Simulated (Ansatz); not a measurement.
The reference is TiB$_{2}$ (space group P6/mmm, No. 191; a = 3.017 Å, c = 3.185 Å).

Structures relaxed with PBEsol (Ansatz, a quantum-chemistry and plane-wave program; PAW; 420 eV plane waves; scalar-relativistic without spin-orbit coupling).

Base:

Simulated powder pattern, Mo Kα, λ = 0.71073 Å (kinematic, ideal powder, no thermal factors, no anomalous dispersion; the 10 strongest lines at most, above 2 %, up to 2θ = 40°):

```json
[
 {"2θ (°)": "12.81", "I/Imax (%)": "18", "hkl": "(001)"},
 {"2θ (°)": "15.63", "I/Imax (%)": "54", "hkl": "(100)"},
 {"2θ (°)": "20.26", "I/Imax (%)": "100", "hkl": "(101)"},
 {"2θ (°)": "25.79", "I/Imax (%)": "9.8", "hkl": "(002)"},
 {"2θ (°)": "27.25", "I/Imax (%)": "24", "hkl": "(110)"},
 {"2θ (°)": "30.22", "I/Imax (%)": "9.8", "hkl": "(111)"},
 {"2θ (°)": "30.30", "I/Imax (%)": "14", "hkl": "(102)"},
 {"2θ (°)": "31.56", "I/Imax (%)": "6.2", "hkl": "(200)"},
 {"2θ (°)": "34.19", "I/Imax (%)": "17", "hkl": "(201)"},
 {"2θ (°)": "37.87", "I/Imax (%)": "16", "hkl": "(112)"}
]
```

After one change:

Simulated powder pattern, Mo Kα, λ = 0.71073 Å (kinematic, ideal powder, no thermal factors, no anomalous dispersion; the 10 strongest lines at most, above 2 %, up to 2θ = 40°):

```tsv
2θ (°)	I/Imax (%)
12.75	18
15.55	54
20.16	100
25.66	9.8
27.11	24
30.06	9.8
30.14	14
31.40	6.2
34.02	17
37.67	16
```

Which change produced these results?
A) isotropic strain −0.50 %
B) isotropic strain +0.50 %
C) isotropic strain +2.00 %
D) isotropic strain −1.00 %

B, isotropic strain +0.50 %. Its volume per atom is 8.50 Å³ against 8.37 Å³, and its space group is P6/mmm (No. 191).

Whether these cells are dynamically stable was not tested. The final runs are not spin-polarised.
